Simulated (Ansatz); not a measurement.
InP (F-43m): ε∞ = 11.64, static ε₀ = 14.32, effective LO energy 41.8 meV, hole mass 0.567 mₑ (band masses from r2SCAN with spin-orbit coupling, rigid bands (Ansatz, a program for electronic structure), cell and atoms relaxed with r2SCAN; dielectric constants and zone-centre modes from LDA (Ansatz) on its own relaxed cell).

Task: Work out the Fröhlich coupling α = (1/ε∞ − 1/ε₀) √(m Ry/ħω_LO) and what it means for transport at 300 K.

Result: 1/ε∞ − 1/ε₀ = 0.0161 and √(m × 13.606 eV/ħω) = 13.6, so α = 0.219; in weak coupling the polaron mass is about m(1 + α/6). By the iterated Boltzmann equation for weak coupling, the polar-phonon-limited mobility is 420 cm²/(V·s) at 300 K (1130 at 200 K, 260 at 400 K).

Model: isotropic Fröhlich coupling of one parabolic band to one effective longitudinal optical (LO) phonon, from the dielectric constants and phonon modes at the zone centre, chosen so that α equals the sum over the polar modes. Acoustic, nonpolar, intervalley and impurity scattering are left out, and they lower the mobility further; with several valleys or bands the averaged mass is a rough stand-in. Semilocal functionals tend to overestimate ε∞, which makes α low and the mobility high.
